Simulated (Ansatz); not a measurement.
# A computed series for TiO2: carrier doping

Start from TiO₂ in the rutile structure (space group P4_2/mnm, No. 136; a = 4.5912 Å, c = 2.9391 Å).

Carriers are added at fixed cell with a uniform background; the Fermi–Dirac width is that of 300 K.

Calculations: PBEsol (Ansatz, a program for electronic structure), without spin-orbit coupling.

Notes on the quantities. Fermi level from band edge: Fermi level relative to the doped band's edge (positive inside the band; to 0.05 eV).

```json
[
 {"variant": "undoped", "Fermi level from band edge": "–", "gap between the host's bands": "1.87 eV", "gap character": "direct at Γ"},
 {"variant": "electrons 2.0×10^21 cm⁻³", "Fermi level from band edge": "+0.10 eV", "gap between the host's bands": "1.94 eV", "gap character": "direct at Γ"},
 {"variant": "electrons 3.0×10^21 cm⁻³", "Fermi level from band edge": "+0.15 eV", "gap between the host's bands": "1.97 eV", "gap character": "direct at Γ"},
 {"variant": "electrons 7.0×10^21 cm⁻³", "Fermi level from band edge": "+0.20 eV", "gap between the host's bands": "2.11 eV", "gap character": "direct at Γ"},
 {"variant": "electrons 2.0×10^22 cm⁻³", "Fermi level from band edge": "+0.45 eV", "gap between the host's bands": "2.52 eV", "gap character": "indirect, Γ → M"},
 {"variant": "holes 2.0×10^21 cm⁻³", "Fermi level from band edge": "+0.25 eV", "gap between the host's bands": "1.90 eV", "gap character": "direct at Γ"},
 {"variant": "holes 3.0×10^21 cm⁻³", "Fermi level from band edge": "+0.35 eV", "gap between the host's bands": "1.92 eV", "gap character": "direct at Γ"},
 {"variant": "holes 7.0×10^21 cm⁻³", "Fermi level from band edge": "+0.55 eV", "gap between the host's bands": "1.99 eV", "gap character": "direct at Γ"},
 {"variant": "holes 2.0×10^22 cm⁻³", "Fermi level from band edge": "+0.75 eV", "gap between the host's bands": "2.22 eV", "gap character": "direct at Γ"}
]
```

Carriers are added with a uniform compensating background; total energy and stress of such cells depend on the potential's zero and are not compared; many-body gap narrowing is missing at this level. Whether these cells are dynamically stable was not tested. The final runs are not spin-polarised.
